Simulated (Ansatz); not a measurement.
**What isotropic strain −2.00 % does to MgO**

Base system: MgO in the rock salt structure (space group Fm-3m, No. 225; a = 4.159 Å).

One thing is altered: the cell is scaled by 0.9800 in all directions; the atoms relax in the strained cell.

Computed with DFT with LDA, PAW potentials and a 420 eV plane-wave cutoff in Ansatz (a program for electronic structure), scalar-relativistic without spin-orbit coupling. Settings: 14×14×14 k-points, 0.05 eV Fermi–Dirac smearing.

- Volume per atom = 8.46 Å³ (base 8.99 Å³)
- Space group = Fm-3m (No. 225) (base Fm-3m (No. 225))
- Shortest interatomic distance = 2.038 Å (base 2.080 Å)
- Energy relative to the base (free energy F) = +19 meV/atom
- Pressure = 11.85 GPa (base -0.01 GPa)
- Band gap = 5.68 eV (base 5.03 eV)
- Gap character = direct at Γ (base direct at Γ)
- Mean gap deformation potential ΔEg/Δln V = -10.6 eV
- Width of the top valence band = 1.99 eV (base 1.87 eV)
- Electron mass = 0.39 mₑ (at Γ) (base 0.36 mₑ (at Γ))
- Hole mass (degenerate bands, along [100]) = 0.41, 2.0, 2.0 mₑ (at Γ) (base 0.40, 2.0, 2.0 mₑ (at Γ))

Final structure:

```xyz
2
Lattice="0.0000 2.0380 2.0380 2.0380 0.0000 2.0380 2.0380 2.0380 0.0000" Properties=species:S:1:pos:R:3 pbc="T T T"
Mg     0.0000     0.0000     0.0000
O      2.0380     2.0380     2.0380
```

Cost of the whole job for the changed cell (relaxation, final SCF and bands): roughly 7 core-seconds.

Effective masses come from finite differences of ±0.01 Å⁻¹. Gaps are Kohn–Sham eigenvalue differences; semilocal functionals usually give less than the measured gap. No phonon test of stability was made.
